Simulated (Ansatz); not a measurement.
The parent structure is CaSe in the rock salt structure (space group Fm-3m, No. 225; a = 5.958 Å).

Computed with Kohn–Sham DFT with the PBE functional, run in Ansatz (a quantum-chemistry and plane-wave program) with PAW and 420 eV plane waves, spin-orbit coupling left out.

Strains are applied to the cell and any free atomic positions relax.

One change was made to it. Results:

| quantity | base | after |
|---|---|---|
| pressure | 0.0 kbar | 23.9 kbar |
| mean gap deformation potential ΔEg/Δln V | – | +2.4 eV |
| energy relative to the base (free energy F) | 0 meV/atom | +8.4 meV/atom |

Task: Which change produced these results?
A. isotropic strain +1.50 %
B. isotropic strain −1.00 %
C. isotropic strain −1.50 %

Result: C, isotropic strain −1.50 %. For comparison, the pressure in the other runs: isotropic strain −1.00 % gives 15.4 kbar; isotropic strain +1.50 % gives -19.5 kbar.

No phonon test of stability was made.
